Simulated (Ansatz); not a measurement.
# A computed series for MoS2: carrier doping

Start from MoS2 (space group R3m, No. 160; a = 3.153 Å, c = 17.994 Å (hexagonal axes); layered, stacked along the Cartesian z axis).

Carriers are added at fixed cell with a uniform background; the Fermi–Dirac width is that of 300 K.

Calculations: PBE-D3(BJ), PAW, 420 eV (Ansatz, a first-principles code; spin-orbit coupling left out), earlier PAW set.

Notes on the quantities. Fermi level from band edge: Fermi level relative to the doped band's edge (positive inside the band; to 0.05 eV).

```tsv
hole density (10^21 cm⁻³)	Fermi level from band edge (eV)
2	0.70
3	?
5	0.95
7	1.00
```

Q: Fit E_F = C n^s, fitted as a line in log–log form (a parabolic band gives s = 2/3) to the rows shown and predict the withheld row.

A: Least squares on the printed values gives C = 0.57 eV, s = 0.29 (largest residual 0.03 eV); this predicts 0.79 eV, and the run gives 0.80 eV, in agreement.

Charged cell with a jellium background: band edges are those of the host's band count, energies are not comparable with the neutral cell, and many-body gap narrowing is missing. Whether these cells are dynamically stable was not tested.
